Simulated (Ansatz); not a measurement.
The starting structures come from a database of crystals and need not be the phases stable at ambient conditions.

Inside the gap of an insulator the Bloch states are evanescent, with a wavenumber k + iκ along the transport direction.

Consider the following.

```
CELL_PARAMETERS angstrom
      5.16934     0.00000     0.00000
      0.00000    13.57800     0.00000
      2.58467     4.52600     1.49226
ATOMIC_POSITIONS crystal
  Li 0.00000 0.50000 0.00000
  Ta 0.00000 0.00000 0.00000
  F  0.21130 0.86097 0.17312
  F  0.78870 0.13903 0.82688
  F  0.38442 0.24539 0.01987
  F  0.61558 0.75461 0.98013
  F  0.40428 0.64967 0.80702
  F  0.59572 0.35033 0.19298
```

Space group of this cell: R-3. The cell is taken as given; by r2SCAN its mean pressure is -0.7 GPa.

Transport runs along the normal of the first two printed cell vectors, the (100) plane of the conventional cell.

The gap is the functional's own, uncorrected, and κ follows it; spin-orbit coupling is left out. Mid-gap values are interpolated between the computed energies.

Compute, with Ansatz (a first-principles code) with r2SCAN, the band gap and the smallest decay constant κ at mid-gap.

Gap 7.04 eV on a 20×20×20 mesh; κ = 0.630 1/Å, at the zone centre.
